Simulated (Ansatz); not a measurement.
Take ZnO in the wurtzite structure (space group P6_3mc, No. 186; a = 3.1869 Å, c = 5.1526 Å) as the base. Axes: x lies along a and z along c of the hexagonal cell.

Level of theory: LDA, PAW, 420 eV (Ansatz, a quantum-chemistry and plane-wave program; scalar-relativistic without spin-orbit coupling).

Before the change:

- Electron mass: 0.15 mₑ (at Γ)
- Band gap: 0.80 eV

One thing is altered: the cell is compressed by 1.20 % along x with no lateral relaxation, atoms relaxed at fixed cell.

### Question
What does the calculation give for the energy relative to the base, electron mass and band gap after the change?

### Answer
The energy rises by 1.1 meV/atom; the electron mass is still 0.15 mₑ (at Γ); the band gap stays 0.80 eV.

The cells carry an imposed strain or load. Masses are band curvatures over ±0.01 Å⁻¹ around the edge. Whether these cells are dynamically stable was not tested.
